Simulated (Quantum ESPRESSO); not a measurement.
Quantum ESPRESSO run on CuAsSe (Pnma, 12 atoms in the cell): self-consistent single point.

Level of theory: LDA (PZ), PSlibrary ultrasoft (LDA) pseudopotentials (plane waves; Quantum ESPRESSO).

```
CuAsSe
1.0
   11.74171     0.00000     0.00000
    0.00000     3.93416     0.00000
    0.00000     0.00000     5.56717
Cu As Se
4 4 4
Direct
  0.83216   0.25000   0.08820
  0.16784   0.75000   0.91180
  0.66784   0.75000   0.58820
  0.33216   0.25000   0.41180
  0.98456   0.25000   0.35978
  0.01544   0.75000   0.64022
  0.51544   0.75000   0.85978
  0.48456   0.25000   0.14022
  0.66712   0.25000   0.34229
  0.33288   0.75000   0.65771
  0.83288   0.75000   0.84229
  0.16712   0.25000   0.15771
```

Reference input (self-consistent single point, DFT, LDA (PZ), plane waves, PSlibrary ultrasoft (LDA) pseudopotentials): ecutwfc = 55 Ry; ecutrho = 330 Ry; occupations = smearing; smearing = gauss; degauss = 0.019992 Ry; K_POINTS = automatic 3 7 5 0 0 0; conv_thr = 1e-10 Ry. This run's input differs from it in these lines:

```diff
@@ -17,3 +17,3 @@
     smearing = 'gauss'
-    degauss = 0.019992
+    degauss = 0.0073499
 /
@@ -40,3 +40,3 @@
 K_POINTS {automatic}
-3 7 5  0 0 0
+3 8 6  0 0 0
 CELL_PARAMETERS {bohr}
```

The program printed (abridged):

```
     Self-consistent Calculation

     iteration #  1     ecut=    55.00 Ry     beta= 0.70

---- Real-time Memory Report at c_bands before calling an iterative solver
           618 MiB given to the printing process from OS
           514 MiB allocation reported by mallinfo(arena+hblkhd)
------------------

     Threshold (ethr) on eigenvalues was too large:
     Diagonalizing with lowered threshold

---- Real-time Memory Report at c_bands before calling an iterative solver
          1047 MiB given to the printing process from OS
           534 MiB allocation reported by mallinfo(arena+hblkhd)
------------------

   [... lines left out ...]

---- Real-time Memory Report at c_bands before calling an iterative solver
          1078 MiB given to the printing process from OS
           567 MiB allocation reported by mallinfo(arena+hblkhd)
------------------

     total energy              =    -655.33399454 Ry
     estimated scf accuracy    <          1.6E-09 Ry

     iteration # 11     ecut=    55.00 Ry     beta= 0.70

---- Real-time Memory Report at c_bands before calling an iterative solver
          1078 MiB given to the printing process from OS
           567 MiB allocation reported by mallinfo(arena+hblkhd)
------------------
     End of self-consistent calculation

     the Fermi energy is     6.6202 ev

!    total energy              =    -655.33399454 Ry
     estimated scf accuracy    <          3.7E-12 Ry
     smearing contrib. (-TS)   =      -0.00074800 Ry
     internal energy E=F+TS    =    -655.33324654 Ry

     convergence has been achieved in  11 iterations

     Forces acting on atoms (cartesian axes, Ry/au):

     atom    1 type  1   force =    -0.00272240    0.00000000   -0.00307568
     atom    2 type  1   force =     0.00272240    0.00000000    0.00307568
     atom    3 type  1   force =     0.00272240   -0.00000000   -0.00307568
     atom    4 type  1   force =    -0.00272240    0.00000000    0.00307568
     atom    5 type  2   force =    -0.00494417    0.00000000    0.00110454
   [... lines left out ...]

     Total force =     0.024603     Total SCF correction =     0.000005

          total   stress  (Ry/bohr**3)                   (kbar)     P=      -31.64
  -0.00019729   0.00000000   0.00000000          -29.02        0.00        0.00
   0.00000000  -0.00022650   0.00000000            0.00      -33.32        0.00
   0.00000000   0.00000000  -0.00022151            0.00        0.00      -32.59

   JOB DONE.
```

The run converged in 11 iterations. Against the reference run the free energy goes up by 2.9 meV/atom, the pressure hardly changes (-3.17 to -3.16 GPa) and the largest force hardly changes (0.274 to 0.268 eV/Å).

The starting cell comes from a database of computed structures (which also holds hypothetical and non-ambient phases and stackings), without a prior relaxation at this level. Spin polarisation is off. With a pressure of about -3 GPa the cell is away from its equilibrium volume at this level. The run gives no clean gap (levels at the Fermi energy touch, overlap or are partly filled at this smearing), which alone does not show that the compound is a metal.

Cost on one core of a shared machine: roughly 20 min.
